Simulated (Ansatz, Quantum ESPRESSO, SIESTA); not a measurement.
**Code comparison for Mg₂NiH₄ (P1, 7 atoms in the cell)**

Self-consistent single point, at a second geometry (atoms moved at random). First geometry:

```
CELL_PARAMETERS angstrom
     -2.26262     3.16457     2.29178
      2.26262    -3.16457     2.29178
      2.26262     3.16457    -2.29178
ATOMIC_POSITIONS crystal
  Mg 0.75963 0.50929 0.25034
  Mg 0.25895 0.50929 0.74966
  Ni 0.03845 0.03845 0.00000
  H  0.18065 0.94860 0.23205
  H  0.71655 0.94860 0.76795
  H  0.25688 0.99543 0.73855
  H  0.25688 0.51833 0.26145
```

Second geometry:
```yaml
crystal:
  lattice:
    - [-2.26262, 3.16457, 2.29178]
    - [2.26262, -3.16457, 2.29178]
    - [2.26262, 3.16457, -2.29178]
  atoms:
    - { symbol: Mg, position: [0.75315, 0.50730, 0.25144] }
    - { symbol: Mg, position: [0.26203, 0.51757, 0.76133] }
    - { symbol: Ni, position: [0.04126, 0.03326, 0.98090] }
    - { symbol: H, position: [0.17918, 0.95072, 0.24482] }
    - { symbol: H, position: [0.71858, 0.95540, 0.76892] }
    - { symbol: H, position: [0.26022, 0.99658, 0.73681] }
    - { symbol: H, position: [0.25358, 0.50716, 0.25579] }
```

Shared settings, as Ansatz (a first-principles code) writes them: kpoints.mp_grid.grid = 7 7 7; scf.occupations.method = fermi_dirac; scf.occupations.width = 0.05 eV. Potentials and cutoffs stand in the table.

```csv
code,model,ΔF from the first geometry (meV/atom),pressure (GPa),largest force (eV/Å),gap on the mesh (eV),cutoff
Quantum ESPRESSO,"LDA (PZ), GBRV 1.5 ultrasoft (LDA) pseudopotentials",9.5,-3.56,1.205,0.295,50 Ry
Ansatz,"LDA (PW92), PAW files made with PBE",9.4,-3.78,1.180,0.297,default
SIESTA,"LDA PW92, numerical atomic orbitals TZP, PseudoDojo LDA standard norm-conserving potentials (rewritten from UPF to PSML)",10.0,-3.17,1.241,0.266,grid 300 Ry
```

Size of the force on each atom (eV/Å): Sizes of forces hide their directions.

```tsv
code	Mg1	Mg2	Ni3	H4	H5	H6	H7
Quantum ESPRESSO	0.121	0.185	1.205	0.908	0.067	0.371	0.043
Ansatz	0.119	0.183	1.180	0.931	0.088	0.332	0.030
SIESTA	0.124	0.222	1.241	1.074	0.233	0.131	0.212
```

Gaps are read on the mesh.

On Ansatz's run: spin polarisation is off.

The spread over the programs that give each value: ΔF from the first geometry within 0.6 meV/atom; pressure within 0.61 GPa; largest force within 0.061 eV/Å; gap on the mesh within 0.031 eV.

SIESTA uses small atom-centred bases, whose incompleteness enters pressures, forces and empty levels differently from a plane-wave cutoff. Ansatz's pressure is given at a fixed set of plane waves, as the other plane-wave codes print theirs; with its correction for the finite basis it is -3.67 GPa. The same LDA comes in different parametrisations, which differ slightly. In the force vectors, SIESTA (by 0.223) lies more than 0.08 eV/Å from the median of the plane-wave programs.

The starting cell comes from a database of computed structures (which also holds hypothetical and non-ambient phases and stackings), without a prior relaxation at this level. For this run, on top of that: atoms moved at random.

Left out of this page: CP2K (unsound by tests on forces, stress, charge or solver warnings).

Keys are those of Ansatz 0.2.
